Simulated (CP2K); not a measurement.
CP2K run on Mg2ZnO3 (P-3m1, 6 atoms in the cell): self-consistent single point.

Level of theory: LDA (Pade form), GPW, DZVP-MOLOPT-SR-GTH basis, GTH-PADE potentials (GTH_POTENTIALS) run with CP2K.

```yaml
crystal:
  lattice:
    - [3.02602, 0.00000, 0.00000]
    - [-1.51301, 2.62061, 0.00000]
    - [0.00000, 0.00000, 7.38629]
  atoms:
    - { symbol: Mg, position: [0.33333, 0.66667, 0.66580] }
    - { symbol: Mg, position: [0.66667, 0.33333, 0.33420] }
    - { symbol: Zn, position: [0.00000, 0.00000, 0.00000] }
    - { symbol: O, position: [0.33333, 0.66667, 0.17262] }
    - { symbol: O, position: [0.66667, 0.33333, 0.82738] }
    - { symbol: O, position: [0.00000, 0.00000, 0.50000] }
```

Reference input (self-consistent single point, DFT PBEsol, GPW, DZVP-MOLOPT-SR-GTH basis, GTH-PBE potentials (GTH_POTENTIALS)): CUTOFF = 1000 Ry; REL_CUTOFF = 50 Ry; KPOINTS/SCHEME = MONKHORST-PACK 10 10 4; GAMMA_CENTERED = T; XC_FUNCTIONAL = PBE:PBESOL; Mg/BASIS_SET = DZVP-MOLOPT-SR-GTH; Mg/POTENTIAL = GTH-PBE-q10; Zn/BASIS_SET = DZVP-MOLOPT-SR-GTH; Zn/POTENTIAL = GTH-PBE-q12; O/BASIS_SET = DZVP-MOLOPT-SR-GTH; O/POTENTIAL = GTH-PBE-q6; METHOD = GPW. This run's input differs from it in these lines:

```diff
@@ -40,6 +40,3 @@
     &XC
-      &XC_FUNCTIONAL
-        &PBE
-          PARAMETRIZATION PBESOL
-        &END PBE
+      &XC_FUNCTIONAL PADE
       &END XC_FUNCTIONAL
@@ -79,3 +76,3 @@
       BASIS_SET DZVP-MOLOPT-SR-GTH
-      POTENTIAL GTH-PBE-q10
+      POTENTIAL GTH-PADE-q10
     &END KIND
@@ -83,3 +80,3 @@
       BASIS_SET DZVP-MOLOPT-SR-GTH
-      POTENTIAL GTH-PBE-q12
+      POTENTIAL GTH-PADE-q12
     &END KIND
@@ -87,3 +84,3 @@
       BASIS_SET DZVP-MOLOPT-SR-GTH
-      POTENTIAL GTH-PBE-q6
+      POTENTIAL GTH-PADE-q6
     &END KIND
```

Output (repeated stretches shortened):

```
 SCF WAVEFUNCTION OPTIMIZATION

  Step     Update method      Time    Convergence         Total energy    Change
     1 NoMix/Diag. 0.40E+00      -     1.86159734      -235.7134978252 -2.36E+02
     2 Broy./Diag. 0.40E+00      -     0.22820503      -232.0606430709  3.65E+00
     3 Broy./Diag. 0.40E+00      -     0.05361788      -235.1386800615 -3.08E+00
     4 Broy./Diag. 0.40E+00      -     0.03102902      -235.1569537585 -1.83E-02
     5 Broy./Diag. 0.40E+00      -     0.00500967      -235.0918857581  6.51E-02
     6 Broy./Diag. 0.40E+00      -     0.00315461      -235.1308556191 -3.90E-02
   [... 6 lines left out ...]
    13 Broy./Diag. 0.40E+00      -     0.00000135      -235.1261316238  3.15E-05
    14 Broy./Diag. 0.40E+00      -     0.00000111      -235.1261318855 -2.62E-07
    15 Broy./Diag. 0.40E+00      -     0.00000018      -235.1261343462 -2.46E-06
    16 Broy./Diag. 0.40E+00      -     0.00000008      -235.1261327056  1.64E-06
  *** SCF run converged in    16 steps ***

  Overlap energy of the core charge distribution:               0.00000000005961
  Self energy of the core charge distribution:               -470.13851066896916
  Core Hamiltonian energy:                                    141.97258003104307
  Hartree energy:                                             129.22798674170866
  Exchange-correlation energy:                                -36.18818880940639

  Total energy:                                              -235.12613270556423

 ENERGY| Total FORCE_EVAL ( QS ) energy [hartree]           -235.126132394344182

 FORCES| Atomic forces [hartree/bohr]
 FORCES|   Atom     x               y               z               |f|
 FORCES|      1  1.11734649E-06 -6.77630295E-07  4.99554521E-03   4.99554538E-03
   [... lines left out ...]

 STRESS| Analytical stress tensor [bar]
 STRESS|                        x                   y                   z
 STRESS|      x       -7.44418113132E+04  -3.55951176798E-01  -3.03037291527E-01
 STRESS|      y       -3.55951176798E-01  -7.44422759304E+04   1.16075262422E-01
 STRESS|      z       -3.03037291527E-01   1.16075262422E-01  -7.44485169278E+04
 STRESS| 1/3 Trace                                            -7.44442013905E+04
```

The run converged in 16 iterations. Against the reference run the pressure goes from -0.98 to -7.44 GPa, the largest force goes from 0.571 to 0.257 eV/Å and the gap on the mesh goes from 2.679 to 2.723 eV.

The starting cell comes from a database of computed structures (which also holds hypothetical and non-ambient phases and stackings), without a prior relaxation at this level. Its lattice was rescaled by a random factor within 2.5 % of one. Values carry the incompleteness of an atom-centred basis. With a pressure of about -7 GPa the cell is away from its equilibrium volume at this level.

Cost on one core of a shared machine: roughly 40 s.
